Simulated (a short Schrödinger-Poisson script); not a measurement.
From a short Schrödinger-Poisson script (our own, NumPy): one-band effective-mass equation with BenDaniel-Duke matching, electrons, heavy and light holes apart, hard walls at the outer ends, one valence edge for both holes (no strain splitting), no charge, excitons, band mixing or non-parabolicity; under a field the levels are quasi-bound states of a box, listed while three quarters of their weight lies within 4 nm of the wells.

System: single In0.3Ga0.7N/GaN quantum well.

From the first side: 12 nm GaN; 1.5 nm In0.3Ga0.7N, built-in field 3800 kV/cm; 12 nm GaN.

The device is made up for the run: typed textbook-type constants, with dimensions and the other settings drawn at random. In0.3Ga0.7N: direct gap (eV) 2.326, conduction-band edge (eV) 0, electron mass (mₑ) 0.161, heavy-hole mass 1.7, light-hole mass 0.3. GaN: direct gap (eV) 3.43, conduction-band edge (eV) 0.773, electron mass (mₑ) 0.2, heavy-hole mass 1.9, light-hole mass 0.33.

The valence-band edge of each layer lies one gap below its conduction-band edge. The electron's potential energy rises along the stack by the applied field and, inside the well alone, by the built-in field (unscreened; none in the barriers). Mesh 0.03 nm at interfaces.

Q: Give the e1-hh1 transition at zero applied field (eV); the shift of e1-hh1 at 265 kV/cm (meV); the squared e1-hh1 overlap at zero applied field.

A: e1-hh1 transition at zero applied field (eV): 2.524; shift of e1-hh1 at 265 kV/cm (meV): -23.8; squared e1-hh1 overlap at zero applied field: 0.40. Excitons, screening of the built-in field, fields in the barriers and alloy fluctuations are left out, and strain enters only through the typed gaps and offsets, so measured lines lie elsewhere.
